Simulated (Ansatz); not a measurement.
The reference is LiF in the rock salt structure (space group Fm-3m, No. 225; a = 4.008 Å).

All numbers come from Ansatz (a first-principles code) PBEsol, no spin-orbit coupling.

One change was made to it. Results:

```tsv
quantity	base	after
band gap	9.05 eV	3.12 eV
shortest interatomic distance	2.004 Å	1.720 Å
```

### Question
Which change produced these results?
A) Li → H
B) Li → Be
C) Li → Na

### Answer
A, Li → H. For comparison, the band gap in the other runs: Li → Be gives zero; Li → Na gives 6.20 eV.

Stability against distortions was not tested. As relaxed here, HF and BeF are hypothetical phases, not in the database extracts checked. All final runs are without spin polarisation. An odd electron count without spin: BeF.
